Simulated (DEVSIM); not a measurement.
System: Pt/SiO2/p-Si capacitor, at 300 K.

```csv
layer (left to right),material,thickness (nm),Na (cm⁻³)
1,SiO2,2.10,-
2,Si,550,1.1e18
```

Metal gate on the left, work function 5.6 eV. Fixed charge at the semiconductor interface 6e10 cm⁻² (in units of +e); no interface traps.

Constants are typed, rounded textbook-type inputs, not results; the design itself was drawn at random and stands for no fabricated device. Values at 300 K.

```
parameter      SiO2       Si
-------------  ----  -------
gap (eV)          9    1.124
affinity (eV)   0.9     4.05
permittivity    3.9     11.7
Nc (cm⁻³)         -  2.86e19
Nv (cm⁻³)         -   3.1e19
```

DEVSIM, 1D Poisson equation in equilibrium, Boltzmann statistics, complete ionisation; no quantum confinement or tunnelling. Metal contacts follow the ideal Schottky-Mott rule: no Fermi-level pinning, no interface dipoles.

### Question
Tabulate band edges, carrier densities and field at 1.4 V on the gate.

### Answer
Energies count from the Fermi level of the right contact; mesh points crowd at the junctions.

| x (μm) | Ec (eV) | Ev (eV) | n (cm⁻³) | p (cm⁻³) | field (V/cm) |
|---|---|---|---|---|---|
| 0.000 | 3.300 | -5.700 | < 1e2 | < 1e2 | 1300000 |
| 0.0006538 | 3.386 | -5.614 | < 1e2 | < 1e2 | 1300000 |
| 0.001191 | 3.456 | -5.544 | < 1e2 | < 1e2 | 1300000 |
| 0.001823 | 3.539 | -5.461 | < 1e2 | < 1e2 | 1300000 |
| 0.002804 | 0.457 | -0.667 | 6.1e11 | 1.9e8 | 430000 |
| 0.004253 | 0.518 | -0.606 | 5.7e10 | 2.0e9 | 410000 |
| 0.006628 | 0.610 | -0.514 | 1.6e9 | 7.3e10 | 370000 |
| 0.01290 | 0.809 | -0.315 | 740000 | 1.6e14 | 260000 |
| 0.02217 | 0.980 | -0.144 | 990 | 1.2e17 | 110000 |
| 0.03864 | 1.036 | -0.088 | 110 | 1.0e18 | 3100 |
| 0.06563 | 1.038 | -0.086 | 110 | 1.1e18 | ≈ 0 |
| 0.1369 | 1.038 | -0.086 | 110 | 1.1e18 | ≈ 0 |
| 0.2423 | 1.038 | -0.086 | 110 | 1.1e18 | ≈ 0 |
| 0.3752 | 1.038 | -0.086 | 110 | 1.1e18 | ≈ 0 |
| 0.4685 | 1.038 | -0.086 | 110 | 1.1e18 | ≈ 0 |
| 0.5039 | 1.038 | -0.086 | 110 | 1.1e18 | ≈ 0 |
| 0.5254 | 1.038 | -0.086 | 110 | 1.1e18 | ≈ 0 |
| 0.5371 | 1.038 | -0.086 | 110 | 1.1e18 | ≈ 0 |
| 0.5458 | 1.038 | -0.086 | 110 | 1.1e18 | ≈ 0 |
| 0.5489 | 1.038 | -0.086 | 110 | 1.1e18 | ≈ 0 |
| 0.5508 | 1.038 | -0.086 | 110 | 1.1e18 | ≈ 0 |
| 0.5521 | 1.038 | -0.086 | 110 | 1.1e18 | ≈ 0 |
